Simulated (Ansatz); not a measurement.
# Worked example: self-consistent single point of Tl (P6_3/mmc, 2 atoms in the cell) in Ansatz

Method: PBE (plane waves, PAW; Ansatz, a quantum-chemistry and plane-wave program).

Input:

Ansatz 0.2 input:
```yaml
# Tl
crystal:
  lattice:
    - [1.716506, -2.973076, 0.000000]
    - [1.716506, 2.973076, 0.000000]
    - [0.000000, 0.000000, 5.476944]
  atoms:
    - { symbol: Tl, position_ang: [1.716506, 0.991025, 1.369236] }
    - { symbol: Tl, position_ang: [1.716506, -0.991025, 4.107708] }
kpoints:
  mp_grid: { grid: [8, 8, 4] }
hamiltonian:
  xc: pbe
  pseudopotentials: { kind: paw }
scf:
  occupations: { method: gaussian, width: 0.05 }
output:
  forces: true
  eigenvalues: true
  stress: true
```

Output (repeated stretches shortened):

```
WARN basis.ecutwfc = 420 eV, the default
WARN ansatz: RAYON_NUM_THREADS=1 ignored (pool sized by the plan → 1); use --threads N
Pseudopotentials: kind: paw
Pseudopotential: Tl, paw, valence charge 13
Crystal: 2 atoms, lattice volume = 55.901 Å³
Basis set: ecut = 420 eV, 1087 PW (Γ), exchange–correlation on 48×48×80 points (8 copies of the dense FFT grid, shifted against one another)
Bands: 17, of which v1, the nominal top of the filled ones, is band 13 counted from 1 (12 counted from 0)
Symmetry: 24 space group operations
Space group: P63/mmc (ITA 194), of the structure as read, at distance tolerance 3.8e-5 Å
k-points: 30 of 256
Initial density: superposition of atomic densities (neutral atoms: chi_scale 0, normalization atom), corrected by the library's trained network
Initial wavefunctions: pseudopotential atomic-orbital guess
Eigensolver: davidson
Functional: x = pbe(κ = 0.804, μ = 0.2195149727645171), c = pbe(β = 0.06672455060314922)
SCF iter   1: F=—  HF=-22888.115452 eV  |F-HF|=—  |Δ(HF+E_count)|=         —  Δρ=8.05e-4  dr2=3.38e-4  ethr=1.77e-3  ⟨swp⟩=6.2  Hψ=2573  notcnv=0
all-band conjugate gradients solve this SCF's bands
preconditioner: auto → none
SCF iter   2: F=—  HF=-22888.113794 eV  |F-HF|=—  |Δ(HF+E_count)|=   1.66e-3  Δρ=3.37e-4  dr2=6.00e-5  ethr=1.30e-6  ⟨swp⟩=2.3  Hψ=1079  notcnv=0
SCF iter   3: F=—  HF=-22888.113840 eV  |F-HF|=—  |Δ(HF+E_count)|=   4.54e-5  Δρ=1.30e-4  dr2=7.42e-6  ethr=2.31e-7  ⟨swp⟩=2.0  Hψ=888  notcnv=0
SCF iter   4: F=—  HF=-22888.113838 eV  |F-HF|=—  |Δ(HF+E_count)|=   1.82e-6  Δρ=4.12e-5  dr2=5.92e-7  ethr=2.86e-8  ⟨swp⟩=2.2  Hψ=819  notcnv=0
iter 5 did not close the SCF: its close was put off for the readings that it lacked (scf_convergence_deferred on its scf_iter line)
SCF iter   5: F=-22888.113838 eV  HF=-22888.113838 eV  |F-HF|=5.30e-8  |Δ(HF+E_count)|=   2.41e-7  Δρ=1.27e-5  dr2=6.44e-8  ethr=2.28e-9  ⟨swp⟩=2.0  Hψ=895  notcnv=0
SCF iter   6: F=-22888.113838 eV  HF=-22888.113838 eV  |F-HF|=5.25e-9  |Δ(HF+E_count)|=   2.37e-8  Δρ=4.33e-6  dr2=6.88e-9  ethr=2.48e-10  ⟨swp⟩=1.7  Hψ=1660  notcnv=0
SCF 1 converged in 6 iterations: F = -22888.113838 eV  dr2 = 6.88e-9
SCF converged after 6 iterations
Free energy (F): -22888.113838 eV
Harris-Foulkes:  -22888.113838 eV  (|F-HF|=5.25e-9)
Internal energy: -22888.109681 eV  (E = F + TS)
E sigma→0 (E₀):  -22888.111760 eV
Entropy (-TS):   -0.004157 eV (-2.078 meV/atom)
Fermi energy:    10.803861 eV
--- Per-component energies (eV) ---
  E_band       = 24.350133
  E_kinetic    = 668.445699
  E_local      = -1721.576719  (includes V_loc(G=0)·N_el)
  E_nonlocal   = 634.286326
  E_hartree    = 636.766455
  E_xc         = -462.379060
  E_vxc        = -285.506009  (∫ρ·V_xc dr)
  E_paw        = -20327.888754  (= ΣΔE_a)
  E_vpaw       = -544.828555  (= ΣTr[D̂ρ^β])
  E_aug_tail   = 0.000068  (compensation charges beyond the density's cutoff)
  E_ewald      = -2315.763695
  E_smearing   = -0.004157  (= −TS)
  E_closure    = 0.000000  (closes the sum)
  Σ components = -22888.113838   (vs F -22888.113838, Δ=0.00e0)
--- Forces (eV/Å), atoms counted from 1 ---
  atom   1  Tl    -0.00000000    -0.00000000     0.00000000
  atom   2  Tl     0.00000000     0.00000000     0.00000000
  max |Σ_I F_I| component: 3.47e-18 eV/Å
--- Stress (GPa, compression-positive) ---
        4.899338       0.000000       0.000000
       -0.000000       4.899338       0.000000
        0.000000       0.000000       4.732105
  P = ⅓ Tr σ = 4.8436 GPa (48.436 kbar)
  The stress holds the Pulay correction. Without it, at fixed plane waves, as pw.x and ABINIT print it: P = 4.7964 GPa
--- Band table (eV; the first three rows and the last of 30) ---
  k-point 0: bands = ["-1.1125", "-0.8595", "-0.8425", "-0.8425", "-0.7849", "-0.7849", "-0.7204", "-0.7204", "-0.3610", "-0.3610", "0.5531", "5.6833", "7.8245", "18.8579", "18.8579", "20.9885", "20.9885"]
  k-point 1: bands = ["-1.0662", "-0.8828", "-0.8828", "-0.8774", "-0.8202", "-0.8202", "-0.6186", "-0.6186", "-0.3862", "-0.3862", "0.9101", "3.8823", "10.3159", "18.6189", "19.1328", "19.1328", "20.6579"]
  k-point 2: bands = ["-0.9607", "-0.9607", "-0.8773", "-0.8773", "-0.8773", "-0.8773", "-0.4763", "-0.4763", "-0.4763", "-0.4763", "2.0299", "2.0299", "14.2189", "14.2189", "19.8586", "19.8586", "19.8586"]
  k-point 29: bands = ["-1.0390", "-1.0390", "-0.8235", "-0.8235", "-0.7081", "-0.7081", "-0.5433", "-0.5433", "-0.3422", "-0.3422", "6.5487", "6.5487", "9.4147", "9.4147", "11.7619", "11.7619", "18.3580"]
```

The run converged in 6 iterations.

The starting cell has typed, rounded lattice constants, without a prior relaxation at this level. Its lattice was rescaled by a random factor within 2.5 % of one. Spin-orbit coupling is off. With a pressure of about 5 GPa the cell is away from its equilibrium volume at this level. Ansatz's pressure includes its estimate of the finite-basis (Pulay) stress.
